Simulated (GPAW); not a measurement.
A self-consistent single point of LiFe (Cmcm, 4 atoms in the cell) with GPAW.

Level of theory: PBEsol, GPAW PAW datasets PBEsol (made by gpaw-setup) (plane waves; GPAW).

```xyz
4
Lattice="1.1881 -4.5274 0.0000 1.1881 4.5274 0.0000 0.0000 0.0000 4.5601" Properties=species:S:1:pos:R:3 pbc="T T T"
Li     0.0000     0.0000     0.0000
Li     0.0000     0.0000     2.2801
Fe     1.1881     2.2036     1.1400
Fe     1.1881    -2.2036     3.4201
```
Moments meant for the start (each program seeds them in its own way; μB, in the order of the atoms Li Li Fe Fe): 0.0 0.0 4.0 4.0.

Reference input (self-consistent single point, DFT PBEsol, plane waves, GPAW PAW datasets PBEsol (made by gpaw-setup)): spinpol = true; mode = pw; ecut = 850 eV; xc = PBEsol; kpts = 8 8 4; mesh shift (steps) = 0 0 0; occupations.name = methfessel-paxton; occupations.width = 0.1 eV; occupations.order = 0; nbands = -10; convergence.density = 1e-05 e/electron; symmetry.symmorphic = false. This run's input differs from it in these lines:

```diff
@@ -19,3 +19,3 @@
             xc='PBEsol',
-            kpts={'size': (8, 8, 4), 'gamma': True},
+            kpts={'size': (4, 4, 2), 'gamma': True},
             occupations={'name': 'methfessel-paxton', 'width': 0.1, 'order': 0},
```

Log, with long lists cut:

```
     iter     time        total  log10-change:  magmom
                         energy   eigst   dens
iter:   1 --:--:--   -21.236710                   +8.0552
iter:   2 --:--:--   -21.741632   -1.16  -1.32    +6.3184
iter:   3 --:--:--   -21.954841   -1.91  -1.38    +4.7150
iter:   4 --:--:--   -22.002800   -2.33  -1.43    +4.0779
iter:   5 --:--:--   -22.027153   -2.38  -1.49    +3.9396
   [... 2 lines left out ...]
iter:   8 --:--:--   -22.036196   -2.60  -2.02    +4.6799
iter:   9 --:--:--   -22.123253   -2.45  -2.19    +3.5349
iter:  10 --:--:--   -22.157973   -2.51  -2.06    +2.6498
   [... lines left out ...]
iter: 120 --:--:--   -22.139536c  -4.97  -1.97    +3.8710

Did not converge!

Here are some tips:

1) Make sure the geometry and spin-state is physically sound.
2) Use less aggressive density mixing.
3) Solve the eigenvalue problem more accurately at each scf-step.
4) Use a smoother distribution function for the occupation numbers.
5) Try adding more empty states.
6) Use enough k-points.
7) Don't let your structure optimization algorithm take too large steps.
8) Solve the Poisson equation more accurately.
9) Better initial guess for the wave functions.

See details here:

    https://gpaw.readthedocs.io/documentation/convergence.html
Traceback (most recent call last):
   [... frames left out ...]
gpaw.KohnShamConvergenceError: Did not converge!  See text output for help.
```

The run ended unconverged after 120 iterations. 

The starting cell comes from a database of computed structures (which also holds hypothetical and non-ambient phases and stackings), without a prior relaxation at this level.

Cost on one core of a shared machine: roughly 3 min.
